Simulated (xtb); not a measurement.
xtb 6.7.1, GFN1-xTB: Ge(CF3)3(NMe2) (C[N](C)[Ge]([C](F)(F)F)([C](F)(F)F)[C](F)(F)F), 22 atoms. The geometry is a generated start, not checked to be a minimum at this level.

```json
{
  "method": "GFN1-xTB",
  "--acc": "1 (default)",
  "--etemp (K)": "300 (default)",
  "detailed input (--input)": "none: ANC optimiser, Lindh (1995) Hessian, microcycle=20, maxdispl=1.0, hlow=0.01 (default)",
  "basis_functions": "82",
  "valence_electrons": "98"
}
```

```xyz
22

C      1.0613    -0.3031    -2.0957
N      0.9986     0.2121    -0.7303
C      2.3091     0.1901    -0.0850
Ge    -0.4970     0.0178     0.2916
C     -0.6595    -1.6178     1.5959
F     -1.8085    -1.6425     2.2622
F      0.3351    -1.5720     2.4921
F     -0.5416    -2.7755     0.9328
C     -2.1576     0.0736    -0.9096
F     -3.2599     0.2176    -0.1656
F     -2.1120     1.0952    -1.7700
F     -2.3079    -1.0439    -1.6314
C     -0.6118     1.6604     1.5176
F      0.4887     1.8316     2.2617
F     -0.7827     2.7781     0.8046
F     -1.6470     1.5575     2.3589
H      1.7015     0.3566    -2.6821
H      0.0703    -0.3053    -2.5456
H      1.4712    -1.3157    -2.1318
H      2.9956     0.8023    -0.6707
H      2.2409     0.6075     0.9191
H      2.7131    -0.8244    -0.0188
```

The structure is relaxed from this start with --opt LEVEL for the levels crude, sloppy, loose, lax, normal, tight, vtight, extreme, once each. Up to the end of the extreme run atoms move by at most 0.69 Å along an axis.

What is the loosest level that ends within 1 meV of the extreme run, and how many cycles does it take?

normal: 33 cycles against 71, ending 0.80 meV above.

| level | cycles | energy above the extreme run (meV) | gradient norm (eV/Å) |
|---|---|---|---|
| crude | 4 | 40 | 0.36 |
| sloppy | 10 | 7.6 | 0.25 |
| loose | 11 | 6.3 | 0.089 |
| lax | 12 | 5.9 | 0.086 |
| normal | 33 | 0.80 | 0.012 |
| tight | 44 | 0.27 | 0.0031 |
| vtight | 70 | under 0.01 | 0.0019 |
| extreme | 71 | — | 0.0012 |
